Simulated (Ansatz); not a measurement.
# A short convergence ladder for TaCu₃Se₃S (R3m, 8 atoms in the cell)

```yaml
crystal:
  lattice:
    - [3.97379, 2.29427, 3.29581]
    - [-3.97379, 2.29427, 3.29581]
    - [0.00000, -4.58854, 3.29581]
  atoms:
    - { symbol: Ta, position: [0.00459, 0.00459, 0.00459] }
    - { symbol: Cu, position: [0.49765, 0.00630, 0.00630] }
    - { symbol: Cu, position: [0.00630, 0.49765, 0.00630] }
    - { symbol: Cu, position: [0.00630, 0.00630, 0.49765] }
    - { symbol: Se, position: [0.75035, 0.75035, 0.25581] }
    - { symbol: Se, position: [0.25581, 0.75035, 0.75035] }
    - { symbol: Se, position: [0.75035, 0.25581, 0.75035] }
    - { symbol: S, position: [0.23372, 0.23372, 0.23372] }
```

Base method: PBEsol, default PAW files made with PBE (plane waves; Ansatz, a quantum-chemistry and plane-wave program).

Base settings: basis.ecutwfc = 420 eV; kpoints.mp_grid.grid = 5 5 5; hamiltonian.xc = pbesol; hamiltonian.pseudopotentials = {kind: paw} (the program's default PAW files); scf.occupations.method = fixed.

**The width of Fermi-Dirac smearing**

In this ladder: scf.occupations.method = fermi_dirac.

The mesh stays at the base's, so the ladder's end is converged at best in this setting alone.

Only quantities that move along the ladder and can be compared are tabulated.

```csv
scf.occupations.width,free energy less the last step's (meV/atom),pressure (GPa),largest difference of a force vector from the last step's (eV/Å)
1 eV,-576.96,3.28,1.445
0.5 eV,-62.91,-1.45,0.334
0.2 eV,-0.60,-2.49,0.008
0.1 eV,0.00,-2.51,0.000
0.02 eV,0.00,-2.51,0.000
```

Widest scf.occupations.width that holds the free energy within 1 meV/atom of the last step, with all finer ones: 0.2 eV; the step before is off by 63 meV/atom.

Widest scf.occupations.width that holds the forces within 0.005 eV/Å of the last step, with all finer ones: 0.1 eV; the step before is off by 0.008 eV/Å.

Widest scf.occupations.width that holds the pressure within 0.2 GPa of the last step, with all finer ones: 0.2 eV; the step before is off by 1.1 GPa.

On the base run: the starting cell comes from a database of computed structures (which also holds hypothetical and non-ambient phases and stackings), without a prior relaxation at this level. Its lattice was rescaled by up to half a per cent. One atom was moved a little off its site on purpose. In the base run, forces exceed 1 eV/Å. Ansatz's pressure includes its estimate of the finite-basis (Pulay) stress.

Keys are those of Ansatz 0.2.
